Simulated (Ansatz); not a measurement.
Cell and atoms of amorphous Si$_{24}$O$_{50}$Ti:

```xyz
75
Lattice="10.4055 0.0000 0.0000 0.0000 10.4055 0.0000 0.0000 0.0000 10.4055" Properties=species:S:1:pos:R:3 pbc="T T T"
Si     3.3568     0.7190    10.0729
Si     4.3542     8.7645     4.0086
Si     0.1219     4.2114     5.2250
Si     5.4917    10.0922     6.4472
Si    10.0170     3.7800     2.3160
Si     4.6758     2.3766     7.8159
Si     9.6073     6.8786     1.6142
Si     1.3183     8.8085     3.0835
Si     5.6849    10.2057     1.5959
Si     1.0192     6.3523     9.7259
Si     2.4532     4.6293     1.4996
Si     6.6982     7.9708     7.9077
Si     0.7063     0.0834     0.4802
Si     9.5114     4.8181     7.9166
Si     1.7549     9.0584     8.5886
Si     4.2311     4.2651     3.8387
Si     8.4250     9.5685     6.1688
Si     0.8878    10.3873     5.8606
Si     5.8776     6.3306     5.2159
Si     6.6659     7.3826     0.5764
Si     8.2984     1.4681     0.9248
Si     7.1457     3.2673     9.3502
Si     5.3392     4.5938     1.1941
Si     2.6748     2.7401     5.6924
O      3.1212     9.7631     9.1702
O      8.8907     2.8150     1.6426
O      3.4924     3.1680     7.0396
O      9.6925     0.2102     6.2493
O      6.1681     6.9124     6.7387
O      8.3898     4.1977     8.9005
O      5.1595     9.8248     3.0791
O      7.0298     0.7526     1.6869
O      3.8225     4.1162     0.7344
O      6.0072     8.8437     0.7804
O      6.8348     7.2333     9.3478
O      4.4069     0.5028     0.8816
O      5.0384     1.1743     6.8114
O      7.7741     1.8215     9.8085
O      5.6358     6.2046     1.0697
O      1.6940     4.0053     5.4687
O      6.4377     3.8587     0.2763
O      5.5969     9.1868     7.8149
O     10.0183     3.3816     3.9127
O      4.3187     9.4813     5.4806
O     10.1671     7.0482     0.0899
O      1.9884     5.8641     0.5411
O      0.4691     5.1217     8.7867
O      5.2914     7.4448     4.1809
O      0.8929     9.6925     4.3869
O      1.3896     9.7006     1.7300
O      1.7784     1.3657     5.8077
O      6.9832    10.2281     5.7440
O     10.3024     5.7988     4.9004
O      9.5539     5.3192     2.0768
O      8.0482     7.3679     1.4673
O      4.7944     5.1048     5.1363
O      1.1460     3.6365     1.6981
O      0.5262     9.6309     9.5048
O      6.0508     3.1988     8.1395
O      8.1230     8.7468     7.5697
O      3.7021     2.8056     4.4007
O      0.1671     7.6739     2.7048
O      1.5250     9.4078     7.0110
O      1.8035     7.4344     8.7829
O      1.8613     1.2197     0.1568
O      8.9458     6.2074     7.2707
O      4.0404     1.8847     9.2038
O      5.4619     4.1069     2.7607
O      3.0013     5.0248     3.0113
O      8.8176     8.4024     5.0876
O      7.3622     5.8514     4.7218
O      9.7752     3.8065     6.6370
O      2.8694     8.3371     3.4313
O      9.5989     0.4919     0.8795
Ti     8.8248     6.6322     5.4958
```

Computed with PBE, scalar-relativistic without spin-orbit coupling (plane waves to 420 eV, PAW; Ansatz, a program for electronic structure).

A CHGNet melt-quench gave the starting glass, which DFT then relaxed. O atoms were pushed apart under 1.9 Å during the dynamics, to hinder bonds among them. The hot cell started wider than the set density and was brought back towards it in steps. It is the lowest in DFT energy of 2 quenches. It is a model cell: composition and starting density were chosen by hand, and all elements were melted together. No dispersion term was used. Its density started from a set value of 2.24 and ended at 2.24 g/cm³. The quench (nominally 320 K/ps over its main leg) was far faster than any real one, so the model tends to hold more defects than a real film. One small periodic cell is one sample of the glass; other quenches scatter about these values. The volume was held where the preparation left it, at a PBE pressure of -0.5 GPa (tension). Stress components on the final sampling reach 3.2 GPa.

Cut-offs for bonds: Si-Si 2.60 Å, Si-O 1.90 Å, Si-Ti 2.78 Å, O-O 1.58 Å, O-Ti 2.49 Å, Ti-Ti 3.12 Å. Two cations that share two anions don't count as bonded, nor two that share one unless they lie closer than Si-Si 2.38 Å, Si-Ti 2.71 Å, Ti-Ti 3.04 Å.

Q: Give the coordination numbers, mean bond lengths and angles.

A: 
Mean coordination of Si by anions: 4.00 (24 with 4)
Mean coordination of O: 2.00 (50 with 2)
Mean coordination of Ti by anions: 4.00 (1 with 4)
Mean Si-O bond: 1.637 Å (spread 0.015 Å, 96 counted)
Mean O-Ti bond: 1.818 Å (spread 0.013 Å, 4 counted)
Bond angle at Si: mean 109.5°, spread 4.3°
Bond angle at O: mean 139.5°, spread 14.4°
Bond angle at Ti: mean 109.4°, spread 5.3°

Q: List the pairs of like atoms that count as bonded by the rules above.

A: There are none by these rules.
